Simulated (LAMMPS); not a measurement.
LAMMPS 22 Jul 2025, classical MD, Tersoff (GaN.tersoff): GaN, 1728 atoms.

| Property | Value |
|---|---|
| task | MD, nve |
| potential | Tersoff, GaN.tersoff |
| copies of the repeat unit | 6×6×6 |
| shape (slab and sphere leave vacuum in the box) | bulk |
| neighbor skin | 2 Å |
| neigh_modify | every 1 delay 0 check yes |
| newton | on (default) |
| atom_modify sort (bins of 2 Å where set) | 1000 (default) |
| comm_style | brick (default) |
| box | 19.1 × 33.1 × 31.1 Å |
| start | generated wurtzite lattice, warmed in an untimed run |

All runs start from one configuration, warmed at this fixed volume for 1000 steps under a thermostat at 100 K. The run at the shortest step has a mean temperature of 98.6 K and a mean pressure of -0.3 GPa.

Each run covers about 2.0 ps at constant energy (mean temperature 98.6 K at the shortest step); σ is the standard deviation over the printed steps. Single runs; times are not shown.

Steps tried: 0.5 fs, 1 fs, 2 fs, 2.5 fs, 4 fs, 5 fs, 8 fs, 10 fs, 16 fs, 20 fs, 32 fs.

What is the longest step at which the total energy fluctuates by under 2 % of the kinetic energy's fluctuation?

2 fs. The run fails or blows up at 8 fs, 10 fs, 16 fs, 20 fs, 32 fs.

| time step | σ(E total)/σ(E kinetic) | last minus first total energy (meV/atom) | mean temperature (K) |
|---|---|---|---|
| 0.5 fs | 0.00098 | under 0.001 | 98.6 |
| 1 fs | 0.0038 | under 0.001 | 98.5 |
| 2 fs | 0.015 | +0.0048 | 98.0 |
| 2.5 fs | 0.025 | +0.0070 | 97.7 |
| 4 fs | 0.067 | +0.045 | 96.4 |
| 5 fs | 0.11 | +0.087 | 95.2 |
| 8 fs | stops: Lost atoms | — | — |
| 10 fs | stops: Lost atoms | — | — |
| 16 fs | stops: Lost atoms | — | — |
| 20 fs | stops: Lost atoms | — | — |
| 32 fs | stops: Lost atoms | — | — |

The bar is a choice.
